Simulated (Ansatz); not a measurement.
# GaSb: biaxial strain −2.00 %, plane normal [001], relaxed out of plane

Start from GaSb in the zinc blende structure (space group F-43m, No. 216; a = 6.132 Å). Axes: x, y, z lie along the cube axes.

It is then changed as follows: compressive biaxial strain of 2.00 % in the plane normal to [001], as in epitaxy on a mismatched substrate; the out-of-plane cell vector and the atoms relax.

The values are results of DFT with r2SCAN, PAW potentials and a 500 eV plane-wave cutoff in Ansatz (a quantum-chemistry and plane-wave program), without spin-orbit coupling, not measurements. Settings: 13×13×13 k-points, 0.05 eV Fermi–Dirac smearing.

The volume per atom shrinks by 0.67 Å³ to 28.16 Å³ and the shortest interatomic distance decreases by 0.038 bohr (5.018 bohr → 4.980 bohr). The energy increases by 7.0 meV/atom and the pressure (mean of the normal stresses, compression positive) rises by 1.315 GPa to 1.32 GPa. The band gap goes up by 0.09 eV to 0.50 eV and the gap character is still direct at Γ. The electron mass becomes 0.037 mₑ out of plane, 0.028 mₑ in plane (at Γ) (base: 0.023 mₑ (at Γ)) and the valence-band top at Γ (three highest levels, from the VBM) becomes 0.00, 0.00, -0.24 eV (base: 0.00, 0.00, 0.00 eV). The valley order (the lowest conduction-band minima on the path, energy above the VBM, named in the base's zone) becomes Γ 0.50 eV; L along [111] 0.63 eV; a point along [010], about 0.9 Å⁻¹ from Γ 0.88 eV; a point along [001], about 0.9 Å⁻¹ from Γ 1.21 eV (base: Γ 0.41 eV; L along ⟨111⟩ 0.68 eV; a point along ⟨100⟩, about 0.9 Å⁻¹ from Γ 1.10 eV) and the out-of-plane strain comes out as +1.70 %. The ratio −ε⊥/ε∥ is 0.85.

Final structure (turned so that z lies along the plane normal):

```xyz
2
Lattice="4.2495 0.0000 0.0000 0.0000 4.2495 0.0000 2.1248 -2.1248 3.1183" Properties=species:S:1:pos:R:3 pbc="T T T"
Ga     0.0000     0.0000     0.0000
Sb     4.2495     2.1248     1.5592
```

With Sb present, leaving out spin-orbit coupling can change the band edges. Masses are band curvatures over ±0.01 Å⁻¹ around the edge. Stability against distortions was not tested. k-point labels follow each cell's own Brillouin zone.
